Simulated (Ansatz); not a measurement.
# Ansatz run on MoPt2 (Imm2, 3 atoms in the cell): self-consistent single point

Level of theory: PBEsol, default PAW files made with PBE (plane waves; Ansatz, a first-principles code).

The input file:

Ansatz 0.2 input:
```yaml
# MoPt2
crystal:
  lattice:
    - [-1.385644, 1.991980, 4.177267]
    - [1.385644, -1.991980, 4.177267]
    - [1.385644, 1.991980, -4.177267]
  atoms:
    - { symbol: Mo, position: [0.005985, 0.005985, 0.000000] }
    - { symbol: Pt, position: [0.663340, 0.663340, 0.000000] }
    - { symbol: Pt, position: [0.336660, 0.336660, 0.000000] }
basis:
  ecutwfc: 420.0
kpoints:
  mp_grid: { grid: [12, 12, 12] }
hamiltonian:
  xc: pbesol
  pseudopotentials: { kind: paw }
scf:
  occupations: { method: gaussian, width: 0.1 }
output:
  forces: true
  eigenvalues: true
  stress: true
```

The program printed (abridged):

```
WARN ansatz: RAYON_NUM_THREADS=1 ignored (pool sized by the plan → 1); use --threads N
basis.fft_grid_basis auto: the FFT boxes are laid along the combinations [[1, 0, 1], [0, 1, 1], [0, 0, 1]] of the cell's own vectors, 3.984, 2.771 and 4.831 Å …
Pseudopotentials: kind: paw
Pseudopotential: Mo, paw, valence charge 14
Pseudopotential: Pt, paw, valence charge 18
Crystal: 3 atoms, lattice volume = 46.120 Å³
Basis set: ecut = 420 eV, 891 PW (Γ), FFT grids on a1+a3, a2+a3, a3, exchange–correlation on 54×40×72 points (8 copies of the dense FFT grid, shifted against one another)
Bands: 30, of which v1, the nominal top of the filled ones, is band 25 counted from 1 (24 counted from 0)
Symmetry: 4 space group operations
Space group: Imm2 (ITA 44), of the structure as read, at distance tolerance 3.6e-5 Å
k-points: 280 of 1728 (time reversal used)
PAW frozen core: Mo, regenerated for the run's functional, and the local potential with it
PAW frozen core: Pt, regenerated for the run's functional, and the local potential with it
Initial density: superposition of atomic densities (neutral atoms: chi_scale 0, normalization atom), corrected by the library's trained network
Initial wavefunctions: pseudopotential atomic-orbital guess
Eigensolver: davidson
Functional: x = pbesol(κ = 0.804, μ = 0.12345679012345678), c = pbesol(β = 0.046)
SCF iter   1: F=—  HF=-29666.257823 eV  |F-HF|=—  |Δ(HF+E_count)|=         —  Δρ=7.65e-3  dr2=1.94e-2  ethr=1.77e-3  ⟨swp⟩=5.1  Hψ=29895  notcnv=0
all-band conjugate gradients solve this SCF's bands
preconditioner: auto → Kerker (q_TF=auto, 2.765 Å⁻¹)
SCF iter   2: F=—  HF=-29666.256484 eV  |F-HF|=—  |Δ(HF+E_count)|=   1.34e-3  Δρ=3.94e-3  dr2=4.76e-3  ethr=3.88e-5  ⟨swp⟩=1.9  Hψ=12786  notcnv=0
SCF iter   3: F=—  HF=-29666.255475 eV  |F-HF|=—  |Δ(HF+E_count)|=   1.01e-3  Δρ=5.45e-4  dr2=8.71e-5  ethr=9.51e-6  ⟨swp⟩=2.0  Hψ=11737  notcnv=0
SCF iter   4: F=—  HF=-29666.255473 eV  |F-HF|=—  |Δ(HF+E_count)|=   2.10e-6  Δρ=1.04e-4  dr2=4.77e-6  ethr=1.74e-7  ⟨swp⟩=2.4  Hψ=13935  notcnv=0
SCF iter   5: F=—  HF=-29666.255472 eV  |F-HF|=—  |Δ(HF+E_count)|=   6.67e-7  Δρ=2.66e-5  dr2=2.46e-7  ethr=9.54e-9  ⟨swp⟩=1.9  Hψ=14037  notcnv=0
SCF iter   6: F=-29666.255472 eV  HF=-29666.255472 eV  |F-HF|=1.22e-8  |Δ(HF+E_count)|=   5.08e-8  Δρ=7.56e-6  dr2=2.40e-8  ethr=2.00e-10  ⟨swp⟩=5.4  Hψ=28918  notcnv=0
SCF 1 converged in 6 iterations: F = -29666.255472 eV  dr2 = 2.40e-8
SCF converged after 6 iterations
Free energy (F): -29666.255472 eV
Harris-Foulkes:  -29666.255472 eV  (|F-HF|=1.22e-8)
Internal energy: -29666.245676 eV  (E = F + TS)
E sigma→0 (E₀):  -29666.250574 eV
Entropy (-TS):   -0.009796 eV (-3.265 meV/atom)
Fermi energy:    22.487607 eV
--- Per-component energies (eV) ---
  E_band       = -341.692782
  E_kinetic    = 1714.403488
  E_local      = -3832.420404  (includes V_loc(G=0)·N_el)
  E_nonlocal   = 547.248553
  E_hartree    = 1394.695981
  E_xc         = -703.578533
  E_vxc        = -833.930922  (∫ρ·V_xc dr)
  E_paw        = -21775.490289  (= ΣΔE_a)
  E_vpaw       = -726.382736  (= ΣTr[D̂ρ^β])
  E_aug_tail   = 0.000423  (compensation charges beyond the density's cutoff)
  E_ewald      = -7011.888157
  E_core_change = 0.783262  (= ΣΔE_core)
  E_smearing   = -0.009796  (= −TS)
  E_closure    = 0.000000  (closes the sum)
  Σ components = -29666.255472   (vs F -29666.255472, Δ=0.00e0)
--- Forces (eV/Å), atoms counted from 1 ---
  atom   1  Mo     0.00000000     0.00000000    -0.31850739
  atom   2  Pt     0.00000000     0.00000000     0.10731737
  atom   3  Pt     0.00000000     0.00000000     0.21119419
  max |Σ_I F_I| component: 4.16e-6 eV/Å
--- Stress (GPa, compression-positive) ---
       -8.076038       0.000000       0.000000
        0.000000     -10.223884       0.000000
        0.000000       0.000000      -9.279342
  P = ⅓ Tr σ = -9.1931 GPa (-91.931 kbar)
  The stress holds the Pulay correction. Without it, at fixed plane waves, as pw.x and ABINIT print it: P = -9.2446 GPa
--- Band table (eV; the first three rows and the last of 280) ---
  k-point 0: bands = ["-76.4111", "-76.3537", "-38.9307", "-30.7022", "-30.6625", "-30.4777", "-30.4764", "-30.4313", "-30.3476", "-13.0728", "-13.0190", "-12.4977", "12.8371", "16.4070", "17.2054", "17.6464", "17.8890", "18.4022", "18.6788", [...]
  k-point 1: bands = ["-76.4102", "-76.3532", "-38.9246", "-30.7010", "-30.6575", "-30.4833", "-30.4772", "-30.4409", "-30.3652", "-13.0661", "-13.0148", "-12.5552", "13.1151", "16.5881", "17.3453", "17.6043", "17.7497", "18.3821", "18.4891", [...]
  k-point 2: bands = ["-76.4076", "-76.3517", "-38.9077", "-30.6968", "-30.6441", "-30.5066", "-30.4918", "-30.4510", "-30.4101", "-13.0482", "-13.0024", "-12.7097", "13.8739", "17.0593", "17.3025", "17.4143", "17.6267", "18.3353", "18.3642", [...]
  k-point 279: bands = ["-76.4090", "-76.3558", "-38.9322", "-30.6773", "-30.6228", "-30.5524", "-30.4627", "-30.4408", "-30.3381", "-13.0834", "-13.0161", "-12.4968", "14.8558", "15.3078", "15.9204", "16.3552", "17.4756", "18.6130", "18.7466", [...]
```

The run converged in 6 iterations.

The starting cell comes from a database of computed structures (which also holds hypothetical and non-ambient phases and stackings), without a prior relaxation at this level. Its lattice was rescaled by up to half a per cent. One atom was moved a little off its site on purpose. Spin-orbit coupling is off. Spin polarisation is off. With a pressure of about -9 GPa the cell is away from its equilibrium volume at this level. Ansatz's pressure includes its estimate of the finite-basis (Pulay) stress.
